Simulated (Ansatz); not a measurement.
# YN under a change: biaxial strain +2.50 %, plane normal [001], relaxed out of plane

The reference is YN in the rock salt structure (space group Fm-3m, No. 225; a = 4.8198 Å). Axes: x, y, z lie along the cube axes.

Now apply this change: tensile biaxial strain of 2.50 % in the plane normal to [001], as in epitaxy on a mismatched substrate; the out-of-plane cell vector and the atoms relax.

Computed with Kohn–Sham DFT with the LDA functional, run in Ansatz (an electronic-structure program) with PAW and 420 eV plane waves, without spin-orbit coupling. Γ-centred 12×12×12 mesh, Fermi–Dirac width 0.05 eV.

The volume per atom grows by 0.547 Å³, from 14.00 Å³ to 14.54 Å³ and the space group goes from Fm-3m (No. 225) to I4/mmm (No. 139). The energy rises by 21 meV/atom and the pressure (mean of the normal stresses, compression positive) goes from zero to -6.0 GPa. The band gap stays zero and the out-of-plane strain is -1.10 % (rough). The mean in-plane stress (compression positive) amounts to -9.0 GPa (rough).

Final structure (turned so that z lies along the plane normal):

```yaml
crystal:
  lattice:
    - [3.49332, 0.00000, 0.00000]
    - [0.00000, 3.49332, 0.00000]
    - [1.74666, -1.74666, 2.38343]
  atoms:
    - { symbol: Y, position: [0.00000, 0.00000, 0.00000] }
    - { symbol: N, position: [0.50000, 0.50000, 0.00000] }
```

Cost of the whole job for the changed cell (relaxation, final SCF and bands): around 9 core-seconds (rough).

The mesh was chosen for an insulator and is coarse for the gapless case. Without a gap, meshes like the base's 12×12×12 leave anisotropic stresses uncertain by several tenths of a GPa, and small strain energies with them. Stability against distortions was not tested. The final runs are not spin-polarised. Gaps under 0.05 eV, about the width of the smearing, are given as zero. A zero or small gap of YN can be the functional's error rather than a property of the material.
